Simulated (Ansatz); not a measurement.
**Carrier properties of B (R-3m)**

Given:

```xyz
12
Lattice="2.4381 1.4076 4.1664 -2.4381 1.4076 4.1664 0.0000 -2.8153 4.1664" Properties=species:S:1:pos:R:3 pbc="T T T"
B     -1.5682     0.9054     2.8126
B      1.5682    -0.9054     9.6867
B      0.0000    -1.8108     2.8126
B      0.0000     1.8108     9.6867
B      1.5682     0.9054     2.8126
B     -1.5682    -0.9054     9.6867
B     -0.9952     0.5746     4.4705
B      0.9952    -0.5746     8.0288
B      0.0000    -1.1492     4.4705
B      0.0000     1.1492     8.0288
B      0.9952     0.5746     4.4705
B     -0.9952    -0.5746     8.0288
```

Calculation: PBEsol, rigid bands (plane waves, PAW, scalar-relativistic; Ansatz, a program for electronic structure). Cell: cell and atoms relaxed with PBEsol.

The band gap is 1.34 eV and the electron conductivity mass (300 K, dilute) is 0.77 (x), 0.77 (y), 1.92 (z) mₑ. The hole conductivity mass (300 K, dilute) comes out as 0.20 (x), 0.20 (y), 2.4 (z) mₑ and the effective density of states N_c (300 K) comes out as 1.1e20 cm⁻³. The effective density of states N_v (300 K) comes out as 7.6e18 cm⁻³. The density-of-states mass, electrons is 2.7 mₑ and the density-of-states mass, holes is 0.45 mₑ. The Seebeck coefficient, n-type 1e19 cm⁻³, 300 K is -472 μV/K. The best n-type power factor at 300 K for τ = 10 fs (best axis; densities from 1e16 to 1e21 cm⁻³ tried, whether or not they can be reached) is 42 μW/(cm·K²) at 3e20 cm⁻³ and the Seebeck coefficient, p-type 1e19 cm⁻³, 300 K is 199 μV/K.

Rigid bands; masses and Seebeck coefficients take one relaxation time τ for all states and one kind of carrier; polarons and phonon drag are left out. Spin-orbit coupling is left out.
